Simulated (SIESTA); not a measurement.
Band structure of Mg7Cu (P-6m2, 8 atoms in the cell).

```xyz
8
Lattice="6.1967 0.0000 0.0000 -3.0984 5.3665 0.0000 0.0000 0.0000 5.0107" Properties=species:S:1:pos:R:3 pbc="T T T"
Mg     0.0000     1.7809     0.0000
Mg    -1.5561     4.4761     0.0000
Mg     1.5561     4.4761     0.0000
Mg     4.5993     2.6554     2.5053
Mg     3.0984     0.0557     2.5053
Mg     1.5974     2.6554     2.5053
Mg     0.0000     0.0000     2.5053
Cu     3.0984     1.7888     0.0000
```

Level of theory: GGA PBEsol, numerical atomic orbitals DZP, PseudoDojo PBEsol standard norm-conserving potentials (rewritten from UPF to PSML) (SIESTA).

Settings: XC.functional = GGA; XC.authors = PBEsol; potentials = PseudoDojo PBEsol standard; PAO.BasisSize = DZP; PAO.EnergyShift = 0.01 Ry; MeshCutoff = 400 Ry; kgrid.MonkhorstPack = 4 4 5; OccupationFunction = MP; OccupationMPOrder = 0; ElectronicTemperature = 1160.45 K; MaxSCFIterations = 150; SCF.Mixer.Method = Broyden; SCF.Mixer.Weight = 0.2; SCF.Mixer.History = 8.

The starting cell comes from a database of computed structures (which also holds hypothetical and non-ambient phases and stackings), without a prior relaxation at this level. Spin polarisation is off. Values carry the incompleteness of an atom-centred basis.

Levels in eV from the Fermi level, bands 42 to 47:
```tsv
point	42	43	44	45	46	47
Γ	-1.83	-1.48	-1.46	-1.46	-0.53	3.31
M	-0.21	-0.01	0.35	0.57	1.60	1.69
K	-0.17	0.00	0.24	0.29	0.45	0.72
A	-0.99	-0.91	-0.65	-0.65	-0.29	-0.08
L	-1.87	-1.67	-1.47	-1.40	3.00	3.02
H	-2.27	-2.27	0.46	0.86	1.21	1.42
```

Bands cross the Fermi level along this path, so the cell is metallic at this level.

Higher empty bands are left out: an atom-centred basis made for the valence describes them poorly.
